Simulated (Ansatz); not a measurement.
## SnSe2 in the CdI2 type structure (space group P-3m1, No. 164; layered, stacked along the Cartesian z axis)

SnSe₂ is taken in the trigonal space group P-3m1 (No. 164), the CdI2 type structure, Pearson symbol hP3. Conventional cell: a = b = 3.840 Å, c = 6.004 Å, α = β = 90.00°, γ = 120.00°. Sn on 1a has 6 Se at 2.730 Å (octahedral). Se on 2d is surrounded by 3 Sn at 2.730 Å (trigonal pyramidal). (Neighbours: up to the widest gap in distance over summed covalent radii, below 1.35, at either atom; cation-cation and far metal-metal contacts left out.)

The values are results of plane-wave PAW DFT at the PBE-D3(BJ) level (Ansatz, a first-principles code, 420 eV), no spin-orbit coupling, earlier PAW set, not measurements. Settings: 10×10×6 k-points, 0.05 eV Fermi–Dirac smearing.

| Quantity | Result |
|---|---|
| Volume per atom | 25.56 Å³ |
| Density | 5.99 g/cm³ |
| Band gap | 0.36 eV, indirect, K–Γ (79 % along) → k = (0, 0.400, 1/3) in the run's primitive reciprocal basis |
| Total energy | -5654.840 eV/atom (σ→0; compares only within this code and set-up) |

Stability against distortions was not tested.
